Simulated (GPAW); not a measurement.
Band structure of LiAu3 (I4/mmm, 4 atoms in the cell).

```
CELL_PARAMETERS angstrom
     -1.98439     1.98439     4.17387
      1.98439    -1.98439     4.17387
      1.98439     1.98439    -4.17387
ATOMIC_POSITIONS crystal
  Li 0.00000 0.00000 0.00000
  Au 0.75000 0.25000 0.50000
  Au 0.25000 0.75000 0.50000
  Au 0.50000 0.50000 0.00000
```

Method: PBEsol, GPAW PAW datasets PBEsol (made by gpaw-setup) (plane waves; GPAW).

Settings: mode = pw; ecut = 550 eV; xc = PBEsol; kpts = 10 10 10; mesh shift (steps) = 0 0 0; occupations.name = fermi-dirac; occupations.width = 0.1 eV; nbands = -8; convergence.density = 1e-05 e/electron; convergence.energy = 1e-05 eV/electron; symmetry.symmorphic = false; symmetry.tolerance = 0.0005; maxiter = 120; bandpath_npoints = 40.

The starting cell comes from a database of computed structures (which also holds hypothetical and non-ambient phases and stackings), without a prior relaxation at this level. Spin-orbit coupling is off.

Levels in eV from the Fermi level, bands 14 to 21:
```csv
point,14,15,16,17,18,19,20,21
Γ,-2.50,-2.29,-1.28,0.83,4.44,5.64,5.64,6.06
X,-2.27,-1.92,-1.44,-0.70,-0.54,0.29,2.65,4.80
Y,-2.50,-2.28,-1.54,-1.46,-0.22,0.37,4.40,5.58
S,-3.00,-2.70,-2.18,-1.67,-0.93,4.93,6.69,7.03
Z,-2.13,-2.13,-1.94,-1.28,1.68,1.68,5.94,8.67
S1,-3.00,-2.70,-2.18,-1.67,-0.93,4.93,6.69,7.03
N,-3.29,-3.15,-2.12,-1.68,2.09,2.30,6.78,7.83
P,-2.94,-2.25,-1.94,-0.26,0.13,0.13,4.41,4.41
Y1,-2.50,-2.28,-1.54,-1.46,-0.22,0.37,4.40,5.58
```

Bands cross the Fermi level along this path, so the cell is metallic at this level.
